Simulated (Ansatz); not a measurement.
Start from C in the diamond structure (space group Fd-3m, No. 227; a = 3.554 Å).

Calculations: PBEsol (Ansatz, a quantum-chemistry and plane-wave program; PAW; 420 eV plane waves; no spin-orbit coupling).

One change was made to it. Results:

| quantity | base | after |
|---|---|---|
| lattice parameter a | 3.554 Å | 3.551 Å |
| band gap | 4.03 eV | 4.04 eV |
| hole mass (degenerate bands, along [100]) | 0.29, 0.29, 0.52 mₑ (at Γ) | 0.29, 0.29, 0.52 mₑ (at Γ) |

Problem. Which of these changes matches the shifts?
A. pressure 22.5 GPa
B. pressure 9 GPa
C. pressure 30 GPa
D. pressure 0.9 GPa

Solution. D, pressure 0.9 GPa. For comparison, the lattice parameter a in the other runs: pressure 30 GPa gives 3.484 Å; pressure 22.5 GPa gives 3.500 Å; pressure 9 GPa gives 3.531 Å.

Load acts through the strain it causes; cell and atoms are relaxed under it. Effective masses come from finite differences of ±0.01 Å⁻¹. Stability against distortions was not tested. Competing high-pressure phases were not computed.
